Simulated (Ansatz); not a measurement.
# SiC: pressure series

The parent structure is SiC (space group P6_3mc, No. 186).

```yaml
crystal:
  lattice:
    - [3.07776, 0.00000, 0.00000]
    - [-1.53888, 2.66542, 0.00000]
    - [0.00000, 0.00000, 10.07734]
  atoms:
    - { symbol: Si, position: [0.00000, 0.00000, 0.00030] }
    - { symbol: Si, position: [0.00000, 0.00000, 0.50030] }
    - { symbol: Si, position: [0.66667, 0.33333, 0.75024] }
    - { symbol: Si, position: [0.33333, 0.66667, 0.25024] }
    - { symbol: C, position: [0.00000, 0.00000, 0.81287] }
    - { symbol: C, position: [0.00000, 0.00000, 0.31287] }
    - { symbol: C, position: [0.66667, 0.33333, 0.56221] }
    - { symbol: C, position: [0.33333, 0.66667, 0.06221] }
```

Cell and atoms are relaxed at each pressure.

Calculations: plane-wave PAW DFT at the r2SCAN level (Ansatz, a quantum-chemistry and plane-wave program, 500 eV), without spin-orbit coupling, earlier PAW set.

```csv
case,smallest direct gap,density
base,3.78 eV,3.22 g/cm³
pressure −2 GPa,3.77 eV,3.19 g/cm³
pressure −1 GPa,3.77 eV,___
pressure 0.9 GPa,3.78 eV,3.23 g/cm³
pressure 2.1 GPa,3.78 eV,3.25 g/cm³
pressure 4.5 GPa,3.79 eV,3.28 g/cm³
pressure 9 GPa,3.80 eV,___
pressure 15 GPa,3.81 eV,3.42 g/cm³
pressure 22.5 GPa,3.83 eV,___
pressure 30 GPa,3.84 eV,___
```

Task: What belongs in the blanks?

Result: 
- pressure −1 GPa, density: 3.21 g/cm³
- pressure 9 GPa, density: 3.34 g/cm³
- pressure 22.5 GPa, density: 3.50 g/cm³
- pressure 30 GPa, density: 3.59 g/cm³

Load acts through the strain it causes; cell and atoms are relaxed under it. Whether these cells are dynamically stable was not tested. No other phases were tried under pressure.
